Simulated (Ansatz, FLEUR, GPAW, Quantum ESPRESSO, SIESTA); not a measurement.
**CaNi₅ (P6/mmm, 6 atoms in the cell) computed with different codes at matched settings**

Self-consistent single point, at a second geometry (lattice scaled by 0.98). First geometry:

```yaml
crystal:
  lattice:
    - [4.87494, 0.00000, 0.00000]
    - [-2.43747, 4.22182, 0.00000]
    - [0.00000, 0.00000, 3.89507]
  atoms:
    - { symbol: Ca, position: [0.00000, 0.00000, 0.00000] }
    - { symbol: Ni, position: [0.50000, 0.00000, 0.50000], spin: 2.0 }
    - { symbol: Ni, position: [0.50000, 0.50000, 0.50000], spin: 2.0 }
    - { symbol: Ni, position: [0.00000, 0.50000, 0.50000], spin: 2.0 }
    - { symbol: Ni, position: [0.33333, 0.66667, 0.00000], spin: 2.0 }
    - { symbol: Ni, position: [0.66667, 0.33333, 0.00000], spin: 2.0 }
```
(The spins are starting values, not results.)

Shared settings, as Ansatz (a program for electronic structure) writes them: kpoints.mp_grid.grid = 5 5 6; scf.occupations.method = fermi_dirac; scf.occupations.width = 0.1 eV. Potentials and cutoffs stand in the table.

| code | model | ΔF from the first geometry (meV/atom) | pressure (GPa) | size of the net moment (μB/atom) | cutoff |
|---|---|---|---|---|---|
| SIESTA | GGA PBEsol, numerical atomic orbitals TZP, PseudoDojo PBEsol standard norm-conserving potentials (rewritten from UPF to PSML) | 15.8 | 8.98 | 0.26 | grid 400 Ry |
| GPAW | PBEsol, GPAW PAW datasets PBEsol (made by gpaw-setup) | 19.1 | 8.94 | 0.04 | 800 eV |
| Ansatz | PBEsol, default PAW files made with PBE | 10.3 | 6.79 | 0.11 | 420 eV |
| Quantum ESPRESSO | PBEsol, PSlibrary PAW (PBE) pseudopotentials | 13.3 | 6.45 | 0.08 | 50 Ry |
| FLEUR | PBEsol, all-electron FLAPW (FLEUR), scalar-relativistic valence | 10.2 | – | 0.05 | Kmax 3.8 1/bohr |

For Quantum ESPRESSO (by 1.1 GPa) the energy change implies a higher mean pressure, against the two pressures, than for the other programs: a sign of finite-basis (Pulay) stress.

A dash marks a value that a program does not give, or that is left out as unsure.

The net moments differ, which can mean other magnetic states; other values may part for that reason too.

On Ansatz's run: the moments shrank to a small part of their start, a low-spin state that need not be the lowest. The program warned that a starting moment was not kept.

The spread over the programs that give each value: ΔF from the first geometry within 8.9 meV/atom; pressure within 2.53 GPa; size of the net moment within 0.22 μB/atom.

SIESTA uses small atom-centred bases, whose incompleteness enters pressures, forces and empty levels differently from a plane-wave cutoff. FLEUR treats all electrons, but the usual bases taken here (sphere radii, linearisation, local orbitals, empty states) were not tested for convergence, so the values are no reference for the others. Ansatz's pressure is given at a fixed set of plane waves, as the other plane-wave codes print theirs; with its correction for the finite basis it is 6.84 GPa. In the pressure, SIESTA (by 2.19) and GPAW (by 2.15) lie more than 1 GPa from the median of the plane-wave programs.

The starting cell comes from a database of computed structures (which also holds hypothetical and non-ambient phases and stackings), without a prior relaxation at this level. For this run, on top of that: lattice scaled by 0.98.

Keys are those of Ansatz 0.2.
